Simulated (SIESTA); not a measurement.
Input and output of a self-consistent single point for Al2Cu (I4mm, 3 atoms in the cell) (SIESTA).

Method of the run: LDA PW92, numerical atomic orbitals DZP, PseudoDojo LDA standard norm-conserving potentials (rewritten from UPF to PSML) in SIESTA.

```yaml
crystal:
  lattice:
    - [-2.02018, 2.02018, 2.83684]
    - [2.02018, -2.02018, 2.83684]
    - [2.02018, 2.02018, -2.83684]
  atoms:
    - { symbol: Al, position: [0.75000, 0.25000, 0.50000] }
    - { symbol: Al, position: [0.25000, 0.75000, 0.50000] }
    - { symbol: Cu, position: [0.50881, 0.50881, 0.00000] }
```

Reference input (self-consistent single point, DFT, LDA PW92, numerical atomic orbitals DZP, PseudoDojo LDA standard norm-conserving potentials (rewritten from UPF to PSML)): XC.functional = LDA; XC.authors = PW92; potentials = PseudoDojo LDA standard; PAO.BasisSize = DZP; PAO.EnergyShift = 0.005 Ry; MeshCutoff = 350 Ry; kgrid.MonkhorstPack = 5 5 5; OccupationFunction = MP; OccupationMPOrder = 0; ElectronicTemperature = 100 meV; MaxSCFIterations = 150; SCF.Mixer.Method = Broyden. This run's input differs from it in these lines:

```diff
@@ -29,5 +29,5 @@
 %block kgrid.MonkhorstPack
-    5   0   0  0.0
-    0   5   0  0.0
-    0   0   5  0.0
+    8   0   0  0.5
+    0   8   0  0.5
+    0   0   8  0.5
 %endblock kgrid.MonkhorstPack
```

Output (repeated stretches shortened):

```
        iscf     Eharris(eV)        E_KS(eV)     FreeEng(eV)     dDmax    Ef(eV) dHmax(eV)
   scf:    1    -4918.839126    -5170.312648    -5170.335857  1.227313 -2.393092 74.410522
   scf:    2    -5218.938991    -5273.316069    -5273.318052  1.136250 -5.296741 27.043036
   scf:    3    -5286.190423    -5280.407088    -5280.408803  0.538823 -5.100196 14.364701
   scf:    4    -5284.969079    -5283.045313    -5283.046880  0.231794 -4.958482  6.211090
   scf:    5    -5283.925460    -5283.544206    -5283.545858  0.079777 -4.901288  3.132354
   [... 4 lines left out ...]
   scf:   10    -5283.731428    -5283.731317    -5283.733199  0.002421 -4.849028  0.089979
   scf:   11    -5283.731468    -5283.731444    -5283.733334  0.001890 -4.847852  0.001510
   scf:   12    -5283.731445    -5283.731445    -5283.733334  0.000100 -4.848191  0.003033
   scf:   13    -5283.731445    -5283.731445    -5283.733334  0.000097 -4.848334  0.000799
SCF Convergence by DM+H criterion
max |DM_out - DM_in|         :     0.0000965420
max |H_out - H_in|      (eV) :     0.0007991701
SCF cycle converged after 13 iterations

Using DM_out to compute the final energy and forces

siesta: E_KS(eV) =            -5283.7314

siesta: E_KS - E_eggbox =     -5283.7314

siesta: Atomic forces (eV/Ang):
     1    0.000232   -0.000257    0.196838
     2   -0.000257    0.000232    0.196838
     3   -0.000044   -0.000044   -0.386917
   Tot   -0.000069   -0.000069    0.006759
   Max    0.386917
   Res    0.158883    sqrt( Sum f_i^2 / 3N )
   Max    0.386917    constrained

Stress tensor Voigt[x,y,z,yz,xz,xy] (kbar):       19.63       19.63       10.22        0.06        0.06        0.07
(Free)E + p*V (eV/cell)    -5284.2100
Target enthalpy (eV/cell)    -5283.7333

   [... lines left out ...]
siesta: FreeEng =     -5283.733334
   [... lines left out ...]
siesta:     0.012251    0.000045    0.000036
siesta:     0.000045    0.012251    0.000036
siesta:     0.000036    0.000036    0.006380

siesta: Cell volume =         46.310157 Ang**3

siesta: Pressure (static):
siesta:                Solid            Molecule  Units
siesta:          -0.00011211         -0.00006724  Ry/Bohr**3
siesta:          -0.01029389         -0.00617376  eV/Ang**3
siesta:         -16.49262734         -9.89145457  kBar
```

The run converged in 13 iterations. Against the reference run the free energy drops by 4.2 meV/atom, the pressure goes from -2.07 to -1.65 GPa and the largest force goes from 0.402 to 0.387 eV/Å.

The starting cell comes from a database of computed structures (which also holds hypothetical and non-ambient phases and stackings), without a prior relaxation at this level. Its lattice was rescaled by up to half a per cent. One atom was moved a little off its site on purpose. Spin polarisation is off. Values carry the incompleteness of an atom-centred basis.

Cost on one core of a shared machine: roughly 50 s.
